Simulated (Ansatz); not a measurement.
The parent structure is SiO$_{2}$ (space group P3_121, No. 152; a = 4.9484 Å, c = 5.4413 Å).

Computed with PBEsol/PAW in Ansatz (an electronic-structure program), no spin-orbit coupling, earlier PAW set.

Base values:

```
Quantity                      Result
-------------------  ---------------
c/a ratio                      1.100
Electron mass         0.50 mₑ (at Γ)
Lattice parameter a          4.948 Å
Gap character        indirect, K → Γ
```

Modification: hydrostatic tension (pressure −2 GPa).

### Question
What does the calculation give for the c/a ratio, electron mass, lattice parameter a and gap character after the change?

### Answer
The c/a ratio shrinks by 0.007 to 1.093; the electron mass goes from 0.50 mₑ (at Γ) to 0.52 mₑ (at Γ); the lattice parameter a rises by 0.146 Å, from 4.948 Å to 5.094 Å; the gap character goes from indirect, K → Γ to indirect, M → Γ.

Load acts through the strain it causes; cell and atoms are relaxed under it. Effective masses come from finite differences of ±0.01 Å⁻¹. Whether these cells are dynamically stable was not tested.
